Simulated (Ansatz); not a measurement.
Start from a 12-atom supercell of Au in the fcc (Cu type) structure (space group Fm-3m, No. 225; a = 4.083 Å) at its relaxed geometry.

All numbers come from PBEsol, PAW, 420 eV (Ansatz, a first-principles code; spin-orbit coupling left out).

One neutral defect a cell, atoms relaxed at fixed cell.

One change was made to it. Results:

| quantity | base | after |
|---|---|---|
| pressure | -0.1 GPa | -0.5 GPa |
| largest displacement of a host atom from its site in the perfect cell | – | 0.02 Å |

### Question
What was done to the base?
A. Cu on a Au site
B. Tl on a Au site, symmetric start
C. Pt on a Au site
D. Ag on a Au site

### Answer
D, Ag on a Au site. For comparison, the pressure in the other runs: Tl on a Au site, symmetric start gives 5.1 GPa; Pt on a Au site gives -2.2 GPa; Cu on a Au site gives -3.9 GPa.

The cell is small, so the values are those of an ordered compound at a high defect concentration; dilute-limit values will differ. Defects with a symmetric start kept the site's symmetry and may sit on a saddle; the others started slightly shaken. All final runs are without spin polarisation.
